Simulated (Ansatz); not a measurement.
Given:

```xyz
2
Lattice="0.0000 2.8286 2.8286 2.8286 0.0000 2.8286 2.8286 2.8286 0.0000" Properties=species:S:1:pos:R:3 pbc="T T T"
Zn     0.0000     0.0000     0.0000
Se     1.4143     1.4143     1.4143
```

Computed with r2SCAN with spin-orbit coupling, rigid bands (plane waves, PAW; Ansatz, a first-principles code). Condition of this run: hydrostatic pressure of -0.8 GPa (compression positive) (the target of the relaxation). How the cell was made: cell and atoms relaxed with PBEsol, then loaded as said.

Problem. What conductivity effective mass do dilute electrons have at 300 K?

Solution. 0.134 mₑ.

Problem. What conductivity effective mass do dilute holes have at 300 K?

Solution. 0.68 mₑ.

Problem. And the band gap?

Solution. 1.77 eV at this level; semilocal functionals usually fall short of the measured gap.

Rigid bands, one relaxation time for all states, no polarons. Geometry: cell and atoms relaxed with PBEsol.
